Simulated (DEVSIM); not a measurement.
Device: Schottky contact on n-type GaN, at 250 K.

Layer 1 from the left is GaN, thickness (μm) 0.940, Nd (cm⁻³) 2.4e16, τn (s) 3.5e-10, τp (s) 3.5e-10.

Left contact: Schottky, work function 5.33 eV, emission velocity 9e6 cm/s. Right contact: ohmic. Voltage is applied to the left contact. Recombination: SRH at mid-gap, radiative, Auger. Mobility is μmin + (μ − μmin)/(1 + (N/Nref)^α).

This is a model device: material constants are rounded textbook-type values typed into the input, and sizes, dopings and lifetimes were drawn at random. Values at 300 K; Nc and Nv go as T^1.5, mobilities as T to minus their exponent, the gap by Varshni's rule with the affinity fixed.

GaN: gap (eV) 3.43, affinity (eV) 4.1, permittivity 9.5, Nc (cm⁻³) 2.3e18, Nv (cm⁻³) 4.6e19, μn (cm²/Vs) 1200, μp (cm²/Vs) 100, μn,min 55, μp,min 3, Nref,n 2e17, Nref,p 3e17, αn 1, αp 2, T exponent of μn 1.5, T exponent of μp 2, B (cm³/s) 1e-11, Cn (cm⁶/s) 1e-30, Cp (cm⁶/s) 1e-30, Varshni α (eV/K) 0.00091, Varshni β (K) 830.

DEVSIM, 1D drift-diffusion, Boltzmann statistics, complete ionisation; no tunnelling, impact ionisation, image-force lowering or self-heating. Metal contacts follow the ideal Schottky-Mott rule: no Fermi-level pinning, no interface dipoles.

Dark forward current:

| |V| (V) | |J| (A/cm²) |
|---|---|
| 0.30 | 4.194e-13 |
| 0.35 | 4.262e-12 |
| 0.40 | 4.330e-11 |
| 0.45 | 4.397e-10 |
| 0.50 | 4.465e-9 |
| 0.55 | 4.531e-8 |
| 0.60 | 4.596e-7 |
| 0.65 | 4.659e-6 |
| 0.70 | 4.718e-5 |
| 0.75 | 0.0004773 |
| 0.80 | 0.004821 |
| 0.85 | 0.04857 |
| 0.90 | 0.4874 |
| 0.95 | 4.841 |
| 1.00 | 46.07 |
| 1.05 | 348.7 |
| 1.10 | 1423 |
| 1.15 | 3253 |

Task: Work out the local ideality factor n = ΔV / (kT/q · ln(J2/J1)) between the rows 0.30 and 0.35 V, 1.10 and 1.15 V.

Result: kT/q = 21.54 mV. From 0.30 to 0.35 V: ln(4.262e-12/4.194e-13) = 2.319, n = 1.00, near the 1 of diffusion or emission over a barrier. From 1.10 to 1.15 V: ln(3253/1423) = 0.827, n = 2.81; the layers' resistance at their doping, Σ W/(qμN) = 1.7e-5 Ω cm², would take 32 mV of this step of 50 mV.

Task: Estimate the current at 0.65 V for emission alone, J0 = q v N_band exp(−φB/kT), and read the barrier back from the simulated current.

Result: φB = 1.230 eV, N_band = 1.75e18 cm⁻³, J0 = 4.00e-19 A/cm²; J = J0 (exp(qV/kT) − 1) = 5.10e-6 A/cm². The simulation gives 4.66e-6 A/cm²; the estimate lies 9.5 % above. Read backwards, the simulated current gives an apparent barrier of 1.232 eV. The estimate leaves out transport through the depletion region and minority injection.
